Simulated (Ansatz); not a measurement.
The structure below was relaxed with PBE (Ansatz, a program for electronic structure, PAW, no SOC).

```xyz
1
Lattice="0.0000 1.9851 1.9851 1.9851 0.0000 1.9851 1.9851 1.9851 0.0000" Properties=species:S:1:pos:R:3 pbc="T T T"
Pt     0.0000     0.0000     0.0000
```

### Question
Find the space group and the Wyckoff positions.

### Answer
Space group Fm-3m (No. 225); a = 3.9703 Å, b = 3.9703 Å, c = 3.9703 Å, α = 90.00°, β = 90.00°, γ = 90.00°

```
atom  site  symmetry       x       y       z
----  ----  --------  ------  ------  ------
Pt      4a      m-3m  0.0000  0.0000  0.0000
```

No phonon test of stability was made. All final runs are without spin polarisation. The cell was made from Au by this change: Au → Pt.
